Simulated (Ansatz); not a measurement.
Reference: PtSb (P6_3/mmc), PBEsol, DFPT electron-phonon coupling, linearised Boltzmann equation (plane waves, PAW, scalar-relativistic; Ansatz, a program for electronic structure); geometry: relaxed with this functional, without spin-orbit coupling.

```cif
data_Pt2Sb2
_chemical_formula_sum 'Sb2 Pt2'
_space_group_name_H-M_alt 'P 1'
_space_group_IT_number 1
_cell_length_a 4.16725
_cell_length_b 4.16725
_cell_length_c 5.47535
_cell_angle_alpha 90.000
_cell_angle_beta 90.000
_cell_angle_gamma 120.000
loop_
_space_group_symop_operation_xyz
  'x, y, z'
loop_
_atom_site_label
_atom_site_type_symbol
_atom_site_fract_x
_atom_site_fract_y
_atom_site_fract_z
_atom_site_occupancy
Sb1 Sb 0.66667 0.33333 0.75000 1
Sb2 Sb 0.33333 0.66667 0.25000 1
Pt1 Pt 0.00000 0.00000 0.50000 1
Pt2 Pt 0.00000 0.00000 0.00000 1
```

- resistivity at 300 K = 17.0 μΩ·cm
- mean free path at 300 K = 6.8 nm
- electron-phonon coupling λ = 0.60
- logarithmic mean phonon energy = 8.1 meV

Q: Replace Pt by Ni on the same sites and relax. What happens?

A: NiSb (P6_3/mmc): volume per atom 20.6 to 16.8 Å³; resistivity at 300 K falls (17.0 μΩ·cm to 8.9 μΩ·cm); mean free path at 300 K rises (6.8 nm to 12.0 nm); electron-phonon coupling λ falls (0.60 to 0.29); logarithmic mean phonon energy rises (8.1 meV to 14.5 meV).

Q: Swap Pt for Pd, keeping the structure type. How do these values move?

A: PdSb (P6_3/mmc): volume per atom 20.6 to 20.2 Å³; resistivity at 300 K stays about the same (17.0 μΩ·cm to 14.7 μΩ·cm); mean free path at 300 K stays about the same (6.8 nm to 7.6 nm); electron-phonon coupling λ falls (0.60 to 0.51); logarithmic mean phonon energy stays about the same (8.1 meV to 8.9 meV).

Q: Replace Sb by Bi on the same sites and relax. What happens?

A: PtBi (P6_3/mmc): volume per atom 20.6 to 22.6 Å³; resistivity at 300 K falls (17.0 μΩ·cm to 11.4 μΩ·cm); mean free path at 300 K rises (6.8 nm to 9.4 nm); electron-phonon coupling λ falls (0.60 to 0.49); logarithmic mean phonon energy stays about the same (8.1 meV to 7.9 meV).

Moves up to 14 % count as about the same. Metals; harmonic phonons alone scatter; means over directions. The mean free path is weighted by the current that each state carries. Halving the electron mesh moves these values by up to 10 %; q meshes are mostly untested. Spin-orbit coupling is left out.

Formula and space group known from diffraction (Crystallography Open Database), not checked to be the room-temperature form: NiSb (P6_3/mmc), PdSb (P6_3/mmc), PtBi (P6_3/mmc), PtSb (P6_3/mmc). Treated as nonmagnetic (a ferromagnetic start lost its moment, other orders weren't tried): NiSb (P6_3/mmc). The missing spin-orbit coupling matters most for PtBi (P6_3/mmc), PtSb (P6_3/mmc).
